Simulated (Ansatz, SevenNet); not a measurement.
## V2AlC (P6₃/mmc, No. 194, 8 atoms in the cell; start mp-1025497): lattice constant a by level of theory

No measured value is used here.

```
level (code)           value (Å)
---------------------  ---------
SevenNet-l3i5              2.910
LDA (Ansatz)               2.857
PBE (Ansatz)                 ___
PBEsol (Ansatz)            2.878
PBE-D3(BJ) (Ansatz)          ___
PBE-D4 (Ansatz)              ___
r²SCAN (Ansatz)            2.885
r²SCAN-D4 (Ansatz)         2.877
r²SCAN+rVV10 (Ansatz)      2.879
```

### Question
Complete the blanks.

### Answer

- PBE (Ansatz, an electronic-structure program), value (Å): 2.905
- PBE-D3(BJ) (Ansatz), value (Å): 2.869
- PBE-D4 (Ansatz), value (Å): 2.881

The crystal itself was run without spin with LDA, PBE, PBEsol, PBE-D3(BJ), PBE-D4, r²SCAN, r²SCAN-D4, r²SCAN+rVV10; a magnetic state was not tried in these runs. SevenNet-l3i5, LDA, PBE, PBEsol, PBE-D3(BJ), PBE-D4, r²SCAN, r²SCAN-D4, r²SCAN+rVV10: the relaxation could not lower the start's symmetry, so the cell can be a saddle point above a distorted one. Ansatz's density-functional and Hartree–Fock values are scalar-relativistic unless marked +SOC, with PAW data made under PBE.

Machine-learned potentials (SevenNet-l3i5) are trained on DFT data: a solid inside that data is no test of them.

A start named mp-… is a Materials Project structure, which need not be a measured phase.
